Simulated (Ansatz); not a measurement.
Structures of equal composition on the (111) surface of fcc Al: a pseudomorphic layer of Ir in the host's stacking; a pseudomorphic layer of Ir in the other hollow. The slabs share one bottom face, and each structure is named by its start. These are constructed structures in small cells; real faces may alloy, dewet or reconstruct in larger ones, and not all known structures of the face are among them. Slabs of about 12 Å, Fermi-Dirac smearing of 0.1 eV. Bottom of the slabs: a bare face, its two planes held. Relaxed from the named starts with such symmetry as they have, on meshes of like density; energies extrapolated to zero smearing; spin only where a row says so; no spin-orbit coupling, no U. Brackets mark spin-polarised runs, whose order is one that fits the cell.

All values below come from PBE (plane waves to 420 eV, PAW; Ansatz, a first-principles code).

Task: Rank these by energy per 1x1 cell (lowest first), as PBE gives it.

Result: a pseudomorphic layer of Ir in the host's stacking (0.000 eV), a pseudomorphic layer of Ir in the other hollow (0.086 eV)
